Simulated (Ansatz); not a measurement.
Rb₃InCl₆ (space group Fm-3m, No. 225; a cell from a computed database, its experimental status unchecked)

```yaml
crystal:
  lattice:
    - [0.00000, 5.56389, 5.56389]
    - [5.56389, 0.00000, 5.56389]
    - [5.56389, 5.56389, 0.00000]
  atoms:
    - { symbol: Rb, position: [0.75000, 0.75000, 0.75000] }
    - { symbol: Rb, position: [0.25000, 0.25000, 0.25000] }
    - { symbol: Rb, position: [0.50000, 0.50000, 0.50000] }
    - { symbol: In, position: [0.00000, 0.00000, 0.00000] }
    - { symbol: Cl, position: [0.77405, 0.22595, 0.22595] }
    - { symbol: Cl, position: [0.22595, 0.77405, 0.77405] }
    - { symbol: Cl, position: [0.22595, 0.77405, 0.22595] }
    - { symbol: Cl, position: [0.77405, 0.22595, 0.77405] }
    - { symbol: Cl, position: [0.22595, 0.22595, 0.77405] }
    - { symbol: Cl, position: [0.77405, 0.77405, 0.22595] }
```

Computed with r2SCAN in Ansatz (plane waves to 500 eV, PAW, no spin-orbit coupling). k-mesh 5×5×5 (Γ-centred); smearing 0.05 eV (Fermi–Dirac).

The volume per atom is 34.45 Å³ and the density is 2.81 g/cm³. The band gap is 4.43 eV, direct at Γ, the electron mass comes out as 0.50 mₑ and the total energy is -2196.599 eV/atom (σ→0; compares only within this code and set-up).

Effective masses come from finite differences of ±0.01 Å⁻¹. No phonon test of stability was made.

Ansatz is a program for electronic structure.
